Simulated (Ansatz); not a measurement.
# Nb, pressure series

Consider Nb in the bcc (W type) structure (space group Im-3m, No. 229; a = 3.310 Å).

Cell and atoms are relaxed at each pressure.

All numbers come from Ansatz (a program for electronic structure) PBE, without spin-orbit coupling.

Notes on the quantities. enthalpy: H = E + PV relative to the base's energy.

```tsv
case	lattice parameter a	enthalpy
base	3.310 Å	–
pressure −2 GPa	3.323 Å	-0.23 eV/atom
pressure −1 GPa	[?]	-0.11 eV/atom
pressure 0.9 GPa	3.304 Å	+0.10 eV/atom
pressure 2.1 GPa	3.296 Å	+0.24 eV/atom
pressure 4.5 GPa	3.282 Å	+0.50 eV/atom
pressure 9 GPa	3.257 Å	+0.99 eV/atom
pressure 15 GPa	3.226 Å	+1.63 eV/atom
pressure 22.5 GPa	3.193 Å	+2.40 eV/atom
pressure 30 GPa	[?]	+3.15 eV/atom
```

Q: Fill in the withheld entries from the trend.

A: 
- pressure −1 GPa, lattice parameter a: 3.316 Å
- pressure 30 GPa, lattice parameter a: 3.163 Å

Load acts through the strain it causes; cell and atoms are relaxed under it. Whether these cells are dynamically stable was not tested. Competing high-pressure phases were not computed. The final runs are not spin-polarised.
